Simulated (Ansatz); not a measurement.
## Response to strain in TiO2

The reference is TiO₂ in the rutile structure (space group P4_2/mnm, No. 136).

```xyz
6
Lattice="4.5912 0.0000 0.0000 0.0000 4.5912 0.0000 0.0000 0.0000 2.9390" Properties=species:S:1:pos:R:3 pbc="T T T"
Ti     0.0000     0.0000     0.0000
Ti     2.2956     2.2956     1.4695
O      1.3977     1.3977     0.0000
O      3.6933     0.8979     1.4695
O      0.8979     3.6933     1.4695
O      3.1935     3.1935     0.0000
```

Cartesian axes are those of the cell as printed.

Strains are applied to the cell and any free atomic positions relax.

The values are results of PBEsol (Ansatz, a program for electronic structure), no SOC, not measurements.

Notes on the quantities. energy relative to the base: free energy F; pressure: mean of the normal stresses, compression positive.

```json
[
 {"case": "base", "band gap": "1.87 eV", "energy relative to the base": "0 meV/atom", "electron mass": "0.54 mₑ along c, 1.1 mₑ across (at Γ)", "pressure": "0.0 kbar"},
 {"case": "tensor shear ε_xz = +0.33 %", "band gap": "1.87 eV", "energy relative to the base": "+0.2 meV/atom", "electron mass": "0.54 mₑ along z, 1.1 mₑ across (at Γ)", "pressure": "0.0 kbar"},
 {"case": "tensor shear ε_xz = +1.00 %", "band gap": "1.87 eV", "energy relative to the base": "+1.6 meV/atom", "electron mass": "0.54 mₑ along z, 1.1 mₑ across (at Γ)", "pressure": "0.3 kbar"},
 {"case": "tensor shear ε_xz = +1.67 %", "band gap": "1.86 eV", "energy relative to the base": "+4.3 meV/atom", "electron mass": "0.53 mₑ along z, 1.1 mₑ across (at Γ)", "pressure": "0.7 kbar"},
 {"case": "tensor shear ε_xz = +1.33 %", "band gap": "1.86 eV", "energy relative to the base": "+2.7 meV/atom", "electron mass": "0.54 mₑ along z, 1.1 mₑ across (at Γ)", "pressure": "0.5 kbar"},
 {"case": "tensor shear ε_xz = +0.67 %", "band gap": "1.87 eV", "energy relative to the base": "+0.7 meV/atom", "electron mass": "0.54 mₑ along z, 1.1 mₑ across (at Γ)", "pressure": "0.1 kbar"},
 {"case": "tensor shear ε_xz = +2.00 %", "band gap": "1.85 eV", "energy relative to the base": "+6.2 meV/atom", "electron mass": "0.53 mₑ along z, 1.1 mₑ across (at Γ)", "pressure": "0.8 kbar"}
]
```

Effective masses come from finite differences of ±0.01 Å⁻¹. Stability against distortions was not tested. All final runs are without spin polarisation.
